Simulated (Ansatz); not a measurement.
## Short convergence ladders for YCo (Cm, 4 atoms in the cell)

```xyz
4
Lattice="2.0613 -5.1995 0.0000 2.0613 5.1995 0.0000 0.0000 0.0000 3.8350" Properties=species:S:1:pos:R:3 pbc="T T T"
Y      2.0613     3.7147     1.0087
Y      2.0613    -3.7147     2.8762
Co     2.0613     0.5533     0.9587
Co     2.0613    -0.5533     2.8762
```
Moments meant for the start (each program seeds them in its own way; μB, in the order of the atoms Y Y Co Co): 1.0 1.0 3.0 3.0.

Base method: PBEsol, default PAW files made with PBE (plane waves; Ansatz, a program for electronic structure).

Base settings: basis.ecutwfc = 30.9 Ry; kpoints.mp_grid.grid = 3 3 3; hamiltonian.xc = pbesol; hamiltonian.pseudopotentials = {kind: paw} (the program's default PAW files); magnetization.spin_polarized = true; scf.occupations.method = gaussian; scf.occupations.width = 0.0073 Ry.

The count of work is k-points × plane waves × bands × iterations; it is no time. Core times come from one kind of shared machine, to one figure; runs under 30 s give none.

**The cutoff for other potential files**

Level: DFT, PBEsol, plane waves, harder PAW files (source: ansatz) made with PBE.

In this ladder: hamiltonian.pseudopotentials = {kind: paw, source: ansatz}.

The second cell is the first with its lattice scaled by 0.98.

The mesh stays at the base's, so the ladder's end is converged at best in this setting alone.

The first pressure column holds Ansatz's estimate of the finite-basis (Pulay) stress, which hides part of the cutoff error; the other is without it.

Only quantities that move along the ladder and can be compared are tabulated.

```tsv
basis.ecutwfc	free energy less the last step's (meV/atom)	energy of the compressed cell less the first (meV/atom)	pressure (GPa)	pressure without the Pulay estimate (GPa)	largest difference of a force vector from the last step's (eV/Å)	count of work / last	core time / last (rough)
29.8 Ry	3964.72	30.24	-5.02	-158.70	0.397	0.11	–
36.4 Ry	752.94	-0.69	-4.15	-40.48	0.010	0.20	–
46.3 Ry	50.98	-9.90	-4.12	-7.66	0.007	0.21	0.2
56.2 Ry	2.61	-11.11	-4.14	-4.37	0.001	0.28	0.3
66.1 Ry	0.51	-11.13	-4.15	-4.16	0.000	0.35	0.4
79.4 Ry	0.31	-11.14	-4.15	-4.15	0.000	0.46	0.5
99.2 Ry	0.10	-11.14	-4.15	-4.15	0.000	0.65	0.6
132.3 Ry	0.00	-11.14	-4.15	-4.15	0.000	1.0	1
```

Coarsest basis.ecutwfc that holds the pressure without the Pulay estimate within 0.2 GPa of the last step, with all finer ones: 66.1 Ry, at 0.35 of the last step's count of work and about 0.4 of the last step's time; the step before is off by 0.22 GPa.

Coarsest basis.ecutwfc that holds the forces within 0.005 eV/Å of the last step, with all finer ones: 56.2 Ry, at 0.28 of the last step's count of work and about 0.3 of the last step's time; the step before is off by 0.007 eV/Å.

Coarsest basis.ecutwfc that holds the pressure within 0.2 GPa of the last step, with all finer ones: 36.4 Ry, at 0.20 of the last step's count of work; the step before is off by 0.87 GPa.

The energy difference between the two cells stays within 1 meV/atom of the last step's from 56.2 Ry on, the total only from 66.1 Ry on: much of the error is common to both cells and cancels.

At the lowest cutoff the pressure without the Pulay estimate lies 155 GPa under the last step's, the usual sign of Pulay stress in an incomplete plane-wave basis.

**The density cutoff**

The mesh stays at the base's, so the ladder's end is converged at best in this setting alone.

Only quantities that move along the ladder and can be compared are tabulated.

| basis.ecutrho_ratio | free energy less the last step's (meV/atom) | pressure (GPa) |
|---|---|---|
| 2 | -6.74 | -3.81 |
| 3 | -0.12 | -4.14 |
| 4 | 0.00 | -4.15 |
| 5 | 0.00 | -4.15 |
| 6 | 0.00 | -4.15 |
| 8 | 0.00 | -4.15 |
| 10 | 0.00 | -4.15 |
| 12 | 0.00 | -4.15 |
| 16 | 0.00 | -4.15 |

Coarsest basis.ecutrho_ratio that holds the pressure within 0.2 GPa of the last step, with all finer ones: 3; the step before is off by 0.33 GPa.

Coarsest basis.ecutrho_ratio that holds the free energy within 2 meV/atom of the last step, with all finer ones: 3; the step before is off by 6.7 meV/atom.

**The relaxed cell against the cutoff**

On YCo (Cmcm, 4 atoms in the cell): atoms on their sites.

In this ladder: relax = cell and atoms.

The mesh stays at the base's, so the ladder's end is converged at best in this setting alone.

Only quantities that move along the ladder and can be compared are tabulated.

The magnetic state is not the same in all runs (site moments differ, or a search went on to a lower state), so steps between rows are not convergence errors alone.

| basis.ecutwfc | relaxed volume (Å³/atom) | relaxation steps | core time / last (rough) |
|---|---|---|---|
| 21.7 Ry | 19.395 | 37 | 0.8 |
| 26.1 Ry | 19.698 | 27 | 0.7 |
| 30.9 Ry | 19.686 | 14 | 0.5 |
| 37.1 Ry | 19.687 | 14 | 0.6 |
| 46.3 Ry | 19.687 | 13 | 0.8 |
| 61.7 Ry | 19.686 | 13 | 1 |

Coarsest basis.ecutwfc that holds the relaxed volume within 0.098 Å³/atom of the last step, with all finer ones: 26.1 Ry; the step before is off by 0.29 Å³/atom.

At the lowest cutoff the cell relaxes to a volume 1.5 % smaller than at the highest. Ansatz relaxes on a stress corrected for the finite basis.

On the base run: the starting cell comes from a database of computed structures (which also holds hypothetical and non-ambient phases and stackings), without a prior relaxation at this level. Its lattice was rescaled by up to half a per cent. One atom was moved a little off its site on purpose. The moments shrank to a small part of their start, a low-spin state that need not be the lowest. The program warned that a starting moment was not kept. Without a gap this mesh is coarse (it stands for a supercell whose shortest vector is 12 Å).

Left out of this page: 2 runs of the series failed or unconverged.

Keys are those of Ansatz 0.2.
